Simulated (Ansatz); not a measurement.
Results of r²SCAN+rVV10 in Ansatz (plane waves, PAW) for CsCl-type AuZn (cubic form, which distorts at low temperature).

Numerical settings: plane-wave cutoff 500 eV, 18×18×18 k mesh, Fermi–Dirac smearing 0.1 eV, scalar-relativistic PAW data made under PBE.

Computed at the level's own relaxed cell.

Question: Predict the volume per atom and lattice parameter a.

Answer: 
- volume per atom: 15.37 Å³/atom
- lattice parameter a: 3.132 Å

Note: symmetry holds this phase in the static calculation, where it need not be a minimum.

Spin–orbit coupling is not included; it can shift volumes and moduli of such heavy elements.

Computed values are for the static lattice.

The result took around 70 core-seconds (rough).

Ansatz is a program for electronic structure.
